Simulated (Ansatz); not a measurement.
# Ti under a change: isotropic strain +1.50 %

Start from Ti in the hcp (Mg type) structure (space group P6_3/mmc, No. 194; a = 2.864 Å, c = 4.537 Å; relaxed with 0.1 eV smearing).

Modification: an isotropic linear strain of +1.50 %, atoms relaxed at fixed cell.

All numbers come from Ansatz (a program for electronic structure), LDA, PAW, cutoff 420 eV, without spin-orbit coupling. Γ-centred 23×23×13 mesh, Fermi–Dirac width 0.1 eV.

```csv
quantity,base,changed,shift
volume per atom,16.12 Å³,16.86 Å³,+0.74 Å³
space group,P6_3/mmc (No. 194),P6_3/mmc (No. 194),–
shortest interatomic distance,2.807 Å,2.850 Å,+0.0421 Å
energy relative to the base (free energy F),0 meV/atom,+12 meV/atom,+12 meV/atom
"pressure (mean of the normal stresses, compression positive)",0.0 GPa,-5.2 GPa,-5.2 GPa
band gap,zero,zero,–
```

Final structure:

```
CELL_PARAMETERS angstrom
      2.90735     0.00000     0.00000
     -1.45368     2.51784     0.00000
      0.00000     0.00000     4.60534
ATOMIC_POSITIONS crystal
  Ti 0.66667 0.33333 0.75000
  Ti 0.33333 0.66667 0.25000
```

Whether these cells are dynamically stable was not tested. The final runs are not spin-polarised.
